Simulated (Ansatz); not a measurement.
Take Se (space group P3_121, No. 152; made of chains) as the base.

```xyz
3
Lattice="4.5345 0.0000 0.0000 -2.2673 3.9270 0.0000 0.0000 0.0000 5.0415" Properties=species:S:1:pos:R:3 pbc="T T T"
Se     0.9892     0.0000     4.2012
Se    -0.4946     0.8566     0.8402
Se     1.7727     3.0704     2.5207
```

Calculations: Ansatz (a first-principles code), PBE, PAW, cutoff 420 eV, without spin-orbit coupling.

Carriers are added at fixed cell with a uniform background; the Fermi–Dirac width is that of 300 K.

One change was made to it. Results:

The Fermi level relative to the doped band's edge (positive inside the band; to 0.05 eV) is +0.15 eV; the gap between the host's bands rises by 0.014 eV (1.04 eV → 1.06 eV); the gap character is still indirect, L → H.

Q: Which change produced these results?
A. electrons 5.0×10^21 cm⁻³
B. holes 5.0×10^21 cm⁻³
C. holes 1.5×10^21 cm⁻³
D. electrons 3.0×10^21 cm⁻³

A: C, holes 1.5×10^21 cm⁻³. For comparison, the Fermi level from band edge in the other runs: holes 5.0×10^21 cm⁻³ gives +0.40 eV; electrons 5.0×10^21 cm⁻³ gives +0.45 eV; electrons 3.0×10^21 cm⁻³ gives +0.40 eV.

Charged cell with a jellium background: band edges are those of the host's band count, energies are not comparable with the neutral cell, and many-body gap narrowing is missing. No phonon test of stability was made. No dispersion term is included, though the crystal is made of layers, chains or molecules, so its spacings can come out too wide.
